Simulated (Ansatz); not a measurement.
Consider BP in the zinc blende structure (space group F-43m, No. 216; a = 4.520 Å).

Structures relaxed with PBEsol (Ansatz, an electronic-structure program), scalar-relativistic without spin-orbit coupling.

Base:

Simulated powder pattern, Co Kα, λ = 1.79026 Å (kinematic, ideal powder, no thermal factors, no anomalous dispersion; the 14 strongest lines at most, above 2 %, up to 2θ = 90°):

| 2θ (°) | I/Imax (%) | hkl |
|---|---|---|
| 40.12 | 100 | (111) |
| 46.66 | 25 | (200) |
| 68.13 | 42 | (220) |
| 82.11 | 36 | (311) |
| 86.63 | 6.2 | (222) |

The change: a negative pressure, −2 GPa.

Predict the new powder pattern.


Simulated powder pattern, Co Kα, λ = 1.79026 Å (kinematic, ideal powder, no thermal factors, no anomalous dispersion; the 14 strongest lines at most, above 2 %, up to 2θ = 90°):

```
2θ (°)  I/Imax (%)    hkl
------  ----------  -----
39.95          100  (111)
46.47           25  (200)
67.82           42  (220)
81.71           36  (311)
86.20          6.2  (222)
```

The indices refer to the base's conventional cell; one index is shown for lines that coincide.

Load acts through the strain it causes; cell and atoms are relaxed under it. No phonon test of stability was made.
